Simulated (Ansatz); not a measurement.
Structures of equal composition on the (111) surface of fcc Al: a layer of Rh in place of the second plane; a layer of Rh in place of the third plane. The slabs share one bottom face, and each structure is named by its start. These are constructed structures in small cells; real faces may alloy, dewet or reconstruct in larger ones, and not all known structures of the face are among them. Slabs of about 12 Å, Fermi-Dirac smearing of 0.1 eV. Bottom of the slabs: a bare face, its two planes held. Relaxed from the named starts with such symmetry as they have, on meshes of like density; energies extrapolated to zero smearing; spin only where a row says so; no spin-orbit coupling, no U. Brackets mark spin-polarised runs, whose order is one that fits the cell.

Level of theory: PBE (plane waves to 420 eV, PAW; Ansatz, a quantum-chemistry and plane-wave program).

### Question
Order them by energy per 1x1 cell (lowest first) at the level PBE.

### Answer
a layer of Rh in place of the third plane (0.000 eV), a layer of Rh in place of the second plane (0.196 eV)
